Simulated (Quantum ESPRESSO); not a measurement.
Quantum ESPRESSO is run on LaYMg6 (Amm2, 8 atoms in the cell), and the run fails. The aim is a self-consistent single point with DFT, PBEsol, plane waves, GBRV 1.5 ultrasoft (PBESOL) pseudopotentials.

Cell that was meant: a = 5.2357 Å, b = 6.6963 Å, c = 6.6963 Å, α = 63.27°, β = 90.00°, γ = 90.00°.

Part of the input:

```fortran
/
&electrons
    conv_thr = 1e-10,
    mix_beta = 0.4,
/
ATOMIC_SPECIES
La   138.9055  la_pbesol_v1.uspp.F.UPF
```

Log, with long lists cut:

```
     This program is part of the open-source Quantum ESPRESSO suite
     for quantum simulation of materials; please cite

 %%%%%%%%%%%%%%%%%%%%%%%%%%%%%%%%%%%%%%%%%%%%%%%%%%%%%%%%%%%%%%%%%%%%%%%%%%%%%%
     Error in routine  read_namelists (1):
      bad line in namelist &electrons: "    mix_beta = 0.4," (error could be in the previous line)
 %%%%%%%%%%%%%%%%%%%%%%%%%%%%%%%%%%%%%%%%%%%%%%%%%%%%%%%%%%%%%%%%%%%%%%%%%%%%%%

     stopping ...
```

### Question
From the messages shown, name the fault and mend the input.

### Answer
The fault is a keyword that the program does not know. The program does not know a key of this name. To fix it, use the program's own name for the key. The program stopped before any SCF iteration.

An input that runs soundly differs in these lines (not the only fix; some lines may just follow from the change or write a value another way):
```diff
-    mix_beta = 0.4,
+    mixing_beta = 0.4,
```

With that input, the run converged in 15 iterations: free energy E − TS -12865.5099 eV; Fermi level (on the code's own zero) 6.77 eV; pressure -0.95 GPa; largest force (vector length) 0.073 eV/Å (DFT, PBEsol, plane waves, GBRV 1.5 ultrasoft (PBESOL) pseudopotentials).

On the sound input: the starting cell comes from a database of computed structures (which also holds hypothetical and non-ambient phases and stackings), without a prior relaxation at this level.
